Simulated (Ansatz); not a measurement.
**A computed series for CsPbCl3: pressure series**

Consider CsPbCl3 in the cubic perovskite structure (space group Pm-3m, No. 221).

```
CELL_PARAMETERS angstrom
      5.73561     0.00000     0.00000
      0.00000     5.73561     0.00000
      0.00000     0.00000     5.73561
ATOMIC_POSITIONS crystal
  Cs 0.00000 0.00000 0.00000
  Pb 0.50000 0.50000 0.50000
  Cl 0.50000 0.00000 0.50000
  Cl 0.00000 0.50000 0.50000
  Cl 0.50000 0.50000 0.00000
```

Cell and atoms are relaxed at each pressure.

All numbers come from PBE (Ansatz, a quantum-chemistry and plane-wave program), without spin-orbit coupling.

Before the change:

| Quantity | Result |
|---|---|
| Band gap | 2.21 eV |

Task: The aim is a band gap between 1.88 eV and 2.08 eV. Which of these changes reaches it?
(A) pressure 1.5 GPa
(B) pressure 5 GPa
(C) pressure −1 GPa

Result: A, pressure 1.5 GPa. It gives 1.97 eV; pressure 5 GPa gives 1.48 eV; pressure −1 GPa gives 2.38 eV. Changes not listed may reach it too

Spin-orbit coupling, missing from the scalar runs, can matter with Pb. Load acts through the strain it causes; cell and atoms are relaxed under it. No phonon test of stability was made. No other phases were tried under pressure. Many cubic perovskites are stable only at high temperature; tilts and polar distortions were not tested. This is not the structure that CsPbCl3 has at room temperature and ambient pressure.
